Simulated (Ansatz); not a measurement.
**Pressure series in Cu3N**

Take Cu$_{3}$N (space group Pm-3m, No. 221; a = 3.765 Å) as the base.

Cell and atoms are relaxed at each pressure.

Method: PBEsol in Ansatz (plane waves to 420 eV, PAW, no SOC).

Notes on the quantities. enthalpy: H = E + PV relative to the base's energy.

```csv
case,enthalpy,density,band gap
base,–,6.37 g/cm³,zero
pressure −2 GPa,-0.17 eV/atom,6.27 g/cm³,0.07 eV
pressure −1 GPa,-0.08 eV/atom,6.32 g/cm³,zero
pressure 0.9 GPa,+0.07 eV/atom,6.41 g/cm³,zero
pressure 2.1 GPa,+0.17 eV/atom,6.46 g/cm³,zero
pressure 4.5 GPa,+0.37 eV/atom,6.57 g/cm³,zero
pressure 9 GPa,+0.73 eV/atom,6.75 g/cm³,zero
pressure 15 GPa,+1.19 eV/atom,6.97 g/cm³,zero
pressure 22.5 GPa,+1.75 eV/atom,7.22 g/cm³,zero
pressure 30 GPa,+2.29 eV/atom,7.44 g/cm³,zero
```

Load acts through the strain it causes; cell and atoms are relaxed under it. Whether these cells are dynamically stable was not tested. Competing high-pressure phases were not computed. The final runs are not spin-polarised. Gaps under 0.05 eV, about the width of the smearing, are given as zero. A zero or small gap of Cu3N can be the functional's error rather than a property of the material.

Ansatz is a program for electronic structure.
